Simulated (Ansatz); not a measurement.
# BeSe, response to strain

Start from BeSe in the zinc blende structure (space group F-43m, No. 216; a = 5.082 Å). Axes: x, y, z lie along the cube axes.

Strains are applied to the cell and any free atomic positions relax; under biaxial strain the out-of-plane vector relaxes too.

Level of theory: Kohn–Sham DFT with the LDA functional, run in Ansatz (a quantum-chemistry and plane-wave program) with PAW and 420 eV plane waves, no SOC.

Notes on the quantities. energy relative to the base: free energy F.

```tsv
biaxial strain, plane normal [001], relaxed out of plane (%)	energy relative to the base (meV/atom)
0	0.0
0.5	0.4
1	1.5
1.5	3.3
2	?
2.5	9.0
3	12.8
```

**Question.** Fit ΔE = Aε² + Bε³ (ε in %) to the rows shown and predict the withheld row.

**Answer.** Least squares on the printed values gives A = 1.52 and B = -0.034 meV/atom (largest residual 0.0 meV/atom); this predicts 5.8 meV/atom, and the run gives 5.8 meV/atom, in agreement.

No phonon test of stability was made.
